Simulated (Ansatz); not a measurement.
Results of LDA (plane waves, PAW; Ansatz, a first-principles code) for BeAg (model structure, started from the CsCl type, Pm-3m, No. 221, 2 atoms in the cell).

Numerical settings: plane-wave cutoff 520 eV, 18×18×18 k mesh, Fermi–Dirac smearing 0.05 eV, no spin polarisation, scalar-relativistic PAW data made under PBE.

Cell (relaxed at this level):

```
CELL_PARAMETERS angstrom
      2.87874     0.00000     0.00000
      0.00000     2.87874     0.00000
      0.00000     0.00000     2.87874
ATOMIC_POSITIONS crystal
  Be 0.00000 0.00000 0.00000
  Ag 0.50000 0.50000 0.50000
```

Problem. What does this level give for the bulk modulus?

Solution. 
bulk modulus: 148 GPa

The run finds no gap.

Note: the bulk modulus is −V dP/dV from two relaxed cells at ±2 % in volume; the relaxation could raise the start's symmetry but not lower it, so the cell can be a saddle point.

Cost on a shared machine: around 28 core-seconds (rough).

A model structure was made by putting elements into a prototype or built by hand; it is no filed structure, need not be a known phase, and can be a saddle point held by its symmetry.
